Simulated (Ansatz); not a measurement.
Consider AlNi in the CsCl type structure (space group Pm-3m, No. 221; a = 2.8931 Å; not spin-polarised; relaxed with 0.1 eV smearing). Axes: x, y, z lie along the cube axes.

The values are results of Ansatz (a quantum-chemistry and plane-wave program) PBE, without spin-orbit coupling, earlier PAW set, not measurements.

Now apply this change: an isotropic linear strain of −1.48 %; the atoms relax in the strained cell.

### Question
Predict the stress tensor and what it implies for the stiffness.

### Answer
Stress of the strained cell less that of the base (GPa, compression positive):
```
    7.8     0.0     0.0
    0.0     7.8     0.0
    0.0     0.0     7.8
```

Then B = −ΔP/(ΔV/V₀) with ΔV/V₀ = -0.0437 gives secant stiffness values (nonlinear terms included at this strain): B ≈ 179 GPa.

As a check, the harmonic strain energy −½ V₀ Δσ:ε is 13 meV/atom; the computed energy rise is 12 meV/atom.

Whether these cells are dynamically stable was not tested. The final runs are not spin-polarised.
